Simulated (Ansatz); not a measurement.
Take HgI2 in the 2H-MoS2 type structure (space group P6_3/mmc, No. 194; a = 4.166 Å, c = 14.183 Å; a hypothetical phase, not in the database extracts checked) as the base.

(Cell as relaxed with PBE-D3(BJ).)

Levels (all Ansatz, a quantum-chemistry and plane-wave program, PAW): PBE-D3(BJ) (420 eV, no spin-orbit coupling); r2SCAN+rVV10 (500 eV, without spin-orbit coupling).

Each level relaxes its own structure.

```json
[
 {"base": "volume per atom", "PBE-D3(BJ)": "35.53 Å³", "r2SCAN+rVV10": "35.86 Å³"},
 {"base": "lattice parameter a", "PBE-D3(BJ)": "416.6 pm", "r2SCAN+rVV10": "415.5 pm"},
 {"base": "band gap", "PBE-D3(BJ)": "0.34 eV", "r2SCAN+rVV10": "0.66 eV"}
]
```

The change: an isotropic linear strain of +1.40 %; the atoms relax in the strained cell.

| quantity | PBE-D3(BJ) | r2SCAN+rVV10 |
|---|---|---|
| mean gap deformation potential ΔEg/Δln V | +2.5 eV | … |
| shift of the gap caused by the change | +0.10 eV | … |
| pressure (mean of the normal stresses, compression positive) | -0.79 GPa | … |
| smallest direct gap | 0.53 eV | … |

### Question
What does r2SCAN+rVV10 give?

### Answer

- mean gap deformation potential ΔEg/Δln V, r2SCAN+rVV10: +2.2 eV
- shift of the gap caused by the change, r2SCAN+rVV10: +0.09 eV
- pressure (mean of the normal stresses, compression positive), r2SCAN+rVV10: -0.85 GPa
- smallest direct gap, r2SCAN+rVV10: 0.82 eV

PBE-D3(BJ)'s smallest direct gap lies 0.29 eV below r2SCAN+rVV10's. Neither level is exact; r2SCAN+rVV10 is the comparison here, not a measurement.

With Hg and I present, leaving out spin-orbit coupling can change the band edges. Stability against distortions was not tested.
